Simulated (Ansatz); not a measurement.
The parent structure is InP in the zinc blende structure (space group F-43m, No. 216; a = 5.827 Å). Axes: x, y, z lie along the cube axes.

The values are results of Ansatz (a quantum-chemistry and plane-wave program), LDA, PAW, cutoff 420 eV, spin-orbit coupling left out, not measurements.

Base values:

```
Property                         Value
-----------------------------  -------
Shortest interatomic distance  2.523 Å
```

Modification: compressive biaxial strain of 2.08 % in the plane normal to [111], as in epitaxy on a mismatched substrate; the out-of-plane cell vector and the atoms relax.

Q: How does this affect the out-of-plane strain and shortest interatomic distance?

A: The out-of-plane strain amounts to +1.33 %; the shortest interatomic distance shrinks by 0.028 Å, from 2.523 Å to 2.495 Å.

Stability against distortions was not tested.
